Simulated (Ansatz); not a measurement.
The parent structure is Si in the diamond structure (space group Fd-3m, No. 227; a = 5.4442 Å).

Computed with r2SCAN (Ansatz, a first-principles code), no spin-orbit coupling.

Base values:

The smallest direct gap is 2.74 eV. The band gap is 0.78 eV.

Modification: cell and atoms relaxed at a pressure of 50 GPa.

What happens to the smallest direct gap?

The smallest direct gap rises by 0.06 eV (2.74 eV → 2.80 eV).

What happens to the band gap?

The band gap decreases by 0.67 eV (0.78 eV → 0.11 eV).

Load acts through the strain it causes; cell and atoms are relaxed under it. Stability against distortions was not tested. Measured, Si leaves this structure (for the β-tin structure) near 12 GPa (room temperature; as listed in arXiv:1906.07825). The zero or small gap of Si under pressure 50 GPa can change with the level of theory.
